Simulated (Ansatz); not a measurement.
Consider ZrN in the rock salt structure (space group Fm-3m, No. 225; relaxed with 0.1 eV smearing).

```xyz
2
Lattice="0.0000 2.2766 2.2766 2.2766 0.0000 2.2766 2.2766 2.2766 0.0000" Properties=species:S:1:pos:R:3 pbc="T T T"
N      0.0000     0.0000     0.0000
Zr     2.2766     2.2766     2.2766
```

Cartesian axes are those of the cell as printed.

Method: PBEsol (Ansatz, an electronic-structure program), no spin-orbit coupling, earlier PAW set.

Now apply this change: tensile biaxial strain of 0.84 % in the plane normal to [001], as in epitaxy on a mismatched substrate; the out-of-plane cell vector and the atoms relax.

### Question
Estimate the effect on the in-plane stress.

### Answer
The mean in-plane stress (compression positive) amounts to -5.2 GPa.

### Question
Predict the new ratio −ε⊥/ε∥.

### Answer
The ratio −ε⊥/ε∥ comes out as 0.38.

Whether these cells are dynamically stable was not tested. All final runs are without spin polarisation. An odd electron count without spin: ZrN.
